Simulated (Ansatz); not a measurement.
Given:

```
PbI2
1.0
    4.57648     0.00000     0.00000
   -2.28824     3.96335     0.00000
    0.00000     0.00000    19.74220
Pb I
1 2
Direct
  0.00000   0.00000   0.50000
  0.33333   0.66667   0.59691
  0.66667   0.33333   0.40309
```

The numbers are results of PBE with spin-orbit coupling, rigid bands (plane waves, PAW; Ansatz, a program for electronic structure), not measurements. Condition of this run: biaxial strain -2 % with spin-orbit coupling. Cell: cell and atoms relaxed with PBE, then loaded as said.

### Question
Predict the hole conductivity mass (n e² τ/σ) at 300 K, by direction if it differs.

### Answer
1.73 mₑ.

### Question
Predict the electron conductivity mass (n e² τ/σ) at 300 K, by direction if it differs.

### Answer
0.36 mₑ.

### Question
And the band gap?

### Answer
1.80 eV at this level; semilocal functionals usually fall short of the measured gap.

Rigid bands, one relaxation time for all states, no polarons.
